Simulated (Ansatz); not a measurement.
An Ansatz (a quantum-chemistry and plane-wave program) input (PBEsol-D3(BJ) (Ansatz, PAW, spin-orbit coupling left out), earlier PAW set):

Ansatz 0.2 input:
```yaml
crystal:
  lattice:
    - [4.182214497, 0, 0]
    - [-2.0911072485, 3.6219039985, 0]
    - [0, 0, 5.8257176268]
  atoms:
    - { symbol: P, position: [0, 0, 0] }
    - { symbol: I, position: [0.3333333333, 0.6666666667, 0.2584096359] }
    - { symbol: I, position: [0.6666666667, 0.3333333333, 0.7415903641] }
basis: { ecutwfc: 420, ecutrho_ratio: 4, xc_grid: 2, fft_grid_basis: typed }
kpoints: { mp_grid: { grid: [13, 13, 8] } }
hamiltonian:
  xc: pbesol
  dispersion: d3bj
  pseudopotentials: { azcp: { folder: ./paw }, kind: paw }
scf: { occupations: { method: fermi_dirac, width: 0.05 }, convergence: { dr2_threshold: 0.0000000003 } }
output: { forces: true, stress: true }
checkpoint: { write: state.ck, write_every: 1000 }
```

Question: Which symmetry and how many k-points will the program report, and about how many plane waves at Γ?

Answer: Space group P-3m1 (ITA 164) with 12 operations, k-points 147 of 1352, and 1669 plane waves at Γ.

Stability against distortions was not tested. The final runs are not spin-polarised. An odd electron count without spin: PI2. The cell was made from PbI2 by this change: Pb → P; the result is a hypothetical phase, not in the database extracts checked.
